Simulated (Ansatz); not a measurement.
LiF (Pm-3m), PBEsol, rigid bands (Ansatz, a program for electronic structure): N_c = 2.29e19 cm⁻³ at 300 K and an electron conductivity mass of 0.902 mₑ.

Task: For 1e16 electrons per cm³ at 300 K, place the Fermi level, estimate the Seebeck coefficient of a parabolic band with constant τ, and give mobility and conductivity for τ = 10 fs.

Result: The level lies k_BT ln(N_c/n) = 0.200 eV below the conduction-band minimum. S ≈ −(k_B/e)[ln(N_c/n) + 5/2] = -882 μV/K, against -875 μV/K from the full bands (mean over directions). μ = eτ/m = 19.5 cm²/(V·s) and σ = neμ = 0.0312 S/cm. τ is assumed, not computed.

Band transport and this doping are assumed; polarons and phonon drag are left out. Spin-orbit coupling is left out.

Computed structure with no diffraction record at hand here (it may be known, metastable or hypothetical): LiF (Pm-3m).
